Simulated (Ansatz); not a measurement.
**A computed series for BeS: response to strain**

Start from BeS in the zinc blende structure (space group F-43m, No. 216).

```xyz
2
Lattice="0.0000 2.4190 2.4190 2.4190 0.0000 2.4190 2.4190 2.4190 0.0000" Properties=species:S:1:pos:R:3 pbc="T T T"
Be     0.0000     0.0000     0.0000
S      1.2095     1.2095     1.2095
```

Strains are applied to the cell and any free atomic positions relax.

All numbers come from DFT with PBEsol, PAW potentials and a 420 eV plane-wave cutoff in Ansatz (a quantum-chemistry and plane-wave program), no spin-orbit coupling.

Candidates:
(a) isotropic strain −1.50 %
(b) isotropic strain +1.00 %
(c) isotropic strain −3.00 %
(d) isotropic strain −2.00 %
(e) isotropic strain +1.50 %

Before the change:

```
Item        Value
--------  -------
Band gap  2.91 eV
```

Order them by band gap, highest first.

(e) isotropic strain +1.50 % (3.01 eV), (b) isotropic strain +1.00 % (2.97 eV), (a) isotropic strain −1.50 % (2.80 eV), (d) isotropic strain −2.00 % (2.76 eV), (c) isotropic strain −3.00 % (2.68 eV)

No phonon test of stability was made.
